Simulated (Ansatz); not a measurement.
## A computed series for AlRu: response to strain

Take AlRu in the CsCl type structure (space group Pm-3m, No. 221; relaxed with 0.1 eV smearing) as the base.

```
AlRu
1.0
    2.98315     0.00000     0.00000
    0.00000     2.98315     0.00000
    0.00000     0.00000     2.98315
Al Ru
1 1
Direct
  0.50000   0.50000   0.50000
  0.00000   0.00000   0.00000
```

Cartesian axes are those of the cell as printed.

Strains are applied to the cell and any free atomic positions relax.

Level of theory: r2SCAN (Ansatz, a quantum-chemistry and plane-wave program, PAW, without spin-orbit coupling).

Notes on the quantities. pressure: mean of the normal stresses, compression positive; energy relative to the base: free energy F.

| change | pressure | energy relative to the base | volume per atom |
|---|---|---|---|
| base | 0.0 GPa | 0 meV/atom | 13.27 Å³ |
| uniaxial strain ε_zz = −3.00 % | 7.3 GPa | +14 meV/atom | 12.88 Å³ |
| uniaxial strain ε_zz = −2.50 % | 6.0 GPa | +9.5 meV/atom | 12.94 Å³ |
| uniaxial strain ε_zz = −2.00 % | 4.7 GPa | +6.0 meV/atom | 13.01 Å³ |
| uniaxial strain ε_zz = −1.50 % | 3.5 GPa | +3.4 meV/atom | 13.07 Å³ |
| uniaxial strain ε_zz = −1.00 % | 2.3 GPa | +1.5 meV/atom | 13.14 Å³ |
| uniaxial strain ε_zz = −0.50 % | 1.1 GPa | +0.4 meV/atom | 13.21 Å³ |

Whether these cells are dynamically stable was not tested. The final runs are not spin-polarised.
